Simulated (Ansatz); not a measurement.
A15 Nb3Sn (cubic form, which distorts at low temperature), treated with PBE-D3(BJ) (Ansatz, a quantum-chemistry and plane-wave program, PAW).

Settings: plane-wave cutoff 520 eV, 10×10×10 k mesh, Fermi–Dirac smearing 0.05 eV, no spin polarisation, scalar-relativistic PAW data made under PBE.

Pressure at four volumes; x = ln(V/18.136 Å³). One pressure is withheld.

| V (Å³/atom) | x | P (GPa) |
|---|---|---|
| 17.048 | -0.0619 | ? |
| 17.411 | -0.0408 | 7.80 |
| 18.136 | 0.0000 | 0.01 |
| 19.224 | 0.0583 | -9.02 |

Question: Pass a parabola P(x) through the three rows shown, estimate the bulk modulus and its pressure derivative near zero pressure, and predict the withheld pressure.

Answer: Slopes between the rows: (0.01 − (7.80))/(0.0000 − (-0.0408)) = -190.93 and (-9.02 − (0.01))/(0.0583 − (0.0000)) = -154.89 GPa. Their difference over the span 0.0991 is c = 36.04/0.0991 = 363.7 GPa, so P(x) = 7.80 + (-190.93)(x − (-0.0408)) + 363.7 (x − (-0.0408))(x − (0.0000)). At the middle row B = −dP/dx = −[-190.93 + 363.7 × 0.0408] = 176.1 GPa, and B′ = dB/dP = 2c/B = 4.1. At x = -0.0619 the parabola gives 12.30 GPa; the run gives 12.35 GPa. The Birch–Murnaghan fit to the energies at all volumes has B0 = 175 GPa and B′ = 4.2.

Measured, for comparison: bulk modulus 165 GPa (4 K, zero-point motion not removed; as tabulated in Lu and Klein (1997), arXiv:cond-mat/9704251). Computed (rounded) less measured: bulk modulus +6 %.

Note: symmetry holds this phase in the static calculation, where it need not be a minimum.

Spin–orbit coupling is not included.
